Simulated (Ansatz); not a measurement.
```
CELL_PARAMETERS angstrom
      6.25227    -0.00103     0.00159
     -3.12702     5.41616     0.00000
      0.00131     0.00075     5.07464
ATOMIC_POSITIONS crystal
  Al 0.33200 0.16714 0.00224
  Al 0.16825 0.33412 0.50180
  N  0.32933 0.16964 0.63024
  N  0.17367 0.33683 0.12887
  Al 0.33200 0.66486 0.00224
  Ga 0.16882 0.83441 0.50100
  N  0.32933 0.65970 0.63024
  N  0.17377 0.83689 0.11840
  Ga 0.83548 0.16774 0.00123
  Ga 0.66473 0.33193 0.50102
  N  0.83997 0.16999 0.61965
  N  0.66015 0.32966 0.12031
  Ga 0.83393 0.66696 0.00140
  Ga 0.66473 0.83279 0.50102
  N  0.83370 0.66685 0.62163
  N  0.66015 0.83049 0.12031
```

Relaxed-ion tensors in this frame from LDA density-functional theory in Ansatz (plane waves, PAW). Proper piezoelectric stress tensor e (C/m²):

```
 0.00  -0.01   0.00   0.00   0.36  -0.01
-0.01   0.01   0.00   0.36   0.00   0.01
 0.52   0.53  -1.06   0.00   0.00  -0.01
```

Stiffness C (GPa):

```
 376   141   104   0.5   0.3  -0.1
 141   377   104  -0.3   0.0  -0.8
 104   104   403   0.0   0.0  -0.1
 0.5  -0.3   0.0   102  -0.4   0.2
 0.3   0.0   0.0  -0.4   101   0.6
-0.1  -0.8  -0.1   0.2   0.6   118
```

The ordered cell is a computed model, not a synthesised structure.

Question: Obtain the piezoelectric strain tensor d.

Answer: d = e S with S = C⁻¹, in pC/N:

```
 0.0   0.0   0.0   0.0   3.6  -0.1
 0.0   0.0   0.0   3.5   0.0   0.1
 1.7   1.7  -3.5   0.0   0.0  -0.1
```

Ansatz is a first-principles code.
